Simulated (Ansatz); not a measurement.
# LiF (model structure, P6₃/mmc, No. 194, 4 atoms in the cell)

These are PBE (Ansatz, a program for electronic structure, PAW) values and carry that method's errors.

Settings: plane-wave cutoff 520 eV, 12×12×8 k mesh (along the axes of the cell as run), Fermi–Dirac smearing 0.01 eV, scalar-relativistic PAW data made under PBE.

Cell (relaxed at this level):

```
CELL_PARAMETERS angstrom
      3.32995     0.00000     0.00000
     -1.66498     2.88383     0.00000
      0.00000     0.00000     4.09317
ATOMIC_POSITIONS crystal
  Li 0.33333 0.66667 0.75000
  F  0.66667 0.33333 0.75000
  F  0.33333 0.66667 0.25000
  Li 0.66667 0.33333 0.25000
```

For LiF (model structure, P6₃/mmc, No. 194, 4 atoms in the cell), the band gap is 7.54 eV (direct).

Note: the relaxation could raise the start's symmetry but not lower it, so the cell can be a saddle point.

The computed numbers hold no vibrational or temperature effects.

Cost on a shared machine: about 4 core-seconds (a rough figure).

A model structure was made by putting elements into a prototype or built by hand; it is no filed structure, need not be a known phase, and can be a saddle point held by its symmetry.
